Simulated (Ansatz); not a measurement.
The starting structures come from a database of crystals and need not be the phases stable at ambient conditions.

Inside the gap of an insulator the Bloch states are evanescent, with a wavenumber k + iκ along the transport direction.

Here is the system:

```xyz
14
Lattice="6.2234 0.0000 0.0000 0.0000 7.8646 0.0000 3.1117 -2.7986 5.7720" Properties=species:S:1:pos:R:3 pbc="T T T"
Rb     6.2234     5.0052     1.7859
Rb     3.1117     0.0607     3.9861
Rb     3.1117     1.8051     0.1385
Rb     6.2234     3.2608     5.6335
Mo     3.1117     4.2907     3.7503
Mo     6.2234     0.7753     2.0217
O      7.8928     5.2381     4.1325
O      1.4423    -0.1721     1.6395
O      4.7811    -0.1721     1.6395
O      4.5540     5.2381     4.1325
O      6.2234     1.0968     3.7670
O      3.1117     3.9692     2.0050
O      3.1117     2.7956     4.7026
O      6.2234     2.2704     1.0694
```

Space group of this cell: C2/m. The cell is taken as given.

Transport runs along the normal of the first two printed cell vectors.

No gap correction and no spin-orbit coupling; mid-gap values are interpolated between computed energies.

Q: Estimate the band gap and the smallest decay constant κ at mid-gap that r2SCAN (Ansatz, a first-principles code) returns for this system.

A: Gap 4.90 eV on a 6×4×6 mesh; κ = 0.546 1/Å, at the zone centre.
